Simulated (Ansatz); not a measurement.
System: LaN (P4/nmm, No. 129, 4 atoms in the cell; start mp-1018049; a measured phase of this formula has another space group). Method: PBE0 (Ansatz, a quantum-chemistry and plane-wave program, PAW).

Numerical settings: plane-wave cutoff 460 eV, 6×6×8 k mesh (along the axes of the cell as run), Fermi–Dirac smearing 0.01 eV, scalar-relativistic PAW data made under PBE.

Cell (relaxed with PBEsol):

```xyz
4
Lattice="4.3897 0.0000 0.0000 0.0000 4.3897 0.0000 0.0000 0.0000 3.6124" Properties=species:S:1:pos:R:3 pbc="T T T"
La     2.1948     0.0000     1.0027
La     0.0000     2.1948     2.6097
N      2.1948     2.1948     0.0000
N      0.0000     0.0000     0.0000
```

What does this level give for the band gap and smallest direct gap on the k points sampled?


* **band gap**: 2.86 eV
* **smallest direct gap on the k points sampled**: 3.18 eV

Note: cell and atoms aren't relaxed at this level (largest force component 0.05 eV/Å, pressure 2.8 GPa).

Spin–orbit coupling is not included.

The result took around 6 core-minutes (rough).

A start named mp-… is a Materials Project structure, which need not be a measured phase.
